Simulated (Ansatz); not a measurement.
**BaTiO3, alloy series**

Base system: BaTiO3 in the cubic perovskite structure (space group Pm-3m, No. 221).

```yaml
crystal:
  lattice:
    - [3.96988, 0.00000, 0.00000]
    - [0.00000, 3.96988, 0.00000]
    - [0.00000, 0.00000, 3.96988]
  atoms:
    - { symbol: Ba, position: [0.00000, 0.00000, 0.00000] }
    - { symbol: Ti, position: [0.50000, 0.50000, 0.50000] }
    - { symbol: O, position: [0.00000, 0.50000, 0.50000] }
    - { symbol: O, position: [0.50000, 0.50000, 0.00000] }
    - { symbol: O, position: [0.50000, 0.00000, 0.50000] }
```

The other end (x = 1) is SrTiO₃ in the cubic perovskite structure (space group Pm-3m, No. 221): 11.78 Å³/atom, gap 1.85 eV.

Sr replaces a fraction x of Ba; each row is one arrangement (x, atoms in the cell, starting space group or random), fully relaxed.

The values are results of DFT with PBEsol, PAW potentials and a 420 eV plane-wave cutoff in Ansatz (a quantum-chemistry and plane-wave program), scalar-relativistic without spin-orbit coupling, not measurements.

Notes on the quantities. gap character: in this cell's own zone, which can be folded.

```csv
variant,mixing energy,gap character,volume per atom
base,–,–,12.51 Å³
"x(Sr) = 0.5, 10 atoms, Fm-3m",+6 meV/atom,(withheld),(withheld)
"x(Sr) = 0.5, 10 atoms, P4/mmm (arrangement B)",0 meV/atom,"indirect, M → Γ",12.15 Å³
"x(Sr) = 0.5, 10 atoms, P4/mmm (arrangement A)",+3 meV/atom,"indirect, Z → Γ",12.15 Å³
```

What belongs in the blanks?


- x(Sr) = 0.5, 10 atoms, Fm-3m, gap character: direct at Γ
- x(Sr) = 0.5, 10 atoms, Fm-3m, volume per atom: 12.16 Å³

These are small ordered cells, not random alloys; other orderings at the same x differ. Stability against distortions was not tested. All final runs are without spin polarisation. Many cubic perovskites are stable only at high temperature; tilts and polar distortions were not tested. This is not the structure that BaTiO3 has at room temperature and ambient pressure. Labels are those of the standard path for the cell's own space group.
